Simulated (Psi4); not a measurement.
Psi4 1.11, PBE/def2-svp: CN([Si](O)(O)O)[Si](Cl)(Cl)Cl, 16 atoms. The geometry is a generated start, not checked to be a minimum at this level.

* **task**: energy
* **method**: pbe
* **basis**: def2-svp
* **memory**: 3 GB
* **maxiter**: 100
* **keys of the molecule block**: symmetry c1
* **scf_type**: df (default)
* **e_convergence**: 1e-06 (default)
* **d_convergence**: 1e-06 (default)
* **dft_radial_points**: 75 (default)
* **dft_spherical_points**: 302 (default)
* **basis functions**: 190
* **grid points**: 333759

```xyz
16

Si     1.1317     1.5124     0.3943
Cl     0.2848     2.8807    -0.8268
Cl     3.1293     1.5307     0.1155
Cl     0.7375     2.0606     2.2978
N      0.5093    -0.0464     0.0641
C      1.3582    -1.1964    -0.2298
Si    -1.2344    -0.2804    -0.0807
O     -1.7188    -0.0252    -1.6013
O     -1.9655     0.7787     0.8937
O     -1.5787    -1.8027     0.3369
H      0.9939    -2.0609     0.3212
H      2.3865    -1.0033     0.0590
H      1.3305    -1.4233    -1.2968
H     -1.7750     0.8658    -1.9372
H     -1.9302     0.6670     1.8411
H     -1.6592    -2.4573    -0.3510
```

With the defaults (diis = true, scf_initial_accelerator = adiis, damping_percentage = 0, soscf = false, soscf_start_convergence = 0.01, diis_max_vecs = 10, guess = auto, which took SAD, level_shift = 0, level_shift_cutoff = 0.01) it converges in 10 SCF iterations. One run each on 2 threads, with these changes:
- level_shift = 0.5, level_shift_cutoff = 0.001
- soscf = true, soscf_start_convergence = 0.1
- level_shift = 0.1, level_shift_cutoff = 0.001
- guess = sadno
- guess = modhuckel
- diis_max_vecs = 3
- guess = sapgau
- guess = gwh
- diis = false, scf_initial_accelerator = none, damping_percentage = 60

### Question
Name the settings that don't reach the solution of the defaults.

### Answer
No convergence: diis = false, scf_initial_accelerator = none, damping_percentage = 60 (the run ends without SCF convergence in 100 iterations). The rest reach the solution of the defaults.

```json
[
 {"setting": "soscf = true, soscf_start_convergence = 0.1", "SCF iterations": "7", "JK calls": "28", "end": "same solution"},
 {"setting": "level_shift = 0.5, level_shift_cutoff = 0.001", "SCF iterations": "9", "JK calls": "10", "end": "same solution"},
 {"setting": "the defaults", "SCF iterations": "10", "JK calls": "11", "end": "same solution"},
 {"setting": "level_shift = 0.1, level_shift_cutoff = 0.001", "SCF iterations": "10", "JK calls": "11", "end": "same solution"},
 {"setting": "guess = sapgau", "SCF iterations": "11", "JK calls": "11", "end": "same solution"},
 {"setting": "guess = sadno", "SCF iterations": "11", "JK calls": "11", "end": "same solution"},
 {"setting": "guess = modhuckel", "SCF iterations": "11", "JK calls": "45", "end": "same solution"},
 {"setting": "diis_max_vecs = 3", "SCF iterations": "16", "JK calls": "17", "end": "same solution"},
 {"setting": "guess = gwh", "SCF iterations": "17", "JK calls": "17", "end": "same solution"},
 {"setting": "diis = false, scf_initial_accelerator = none, damping_percentage = 60", "SCF iterations": "100", "JK calls": "101", "end": "no convergence"}
]
```

An SOSCF iteration holds several JK calls; a Hückel guess adds calls on atoms.
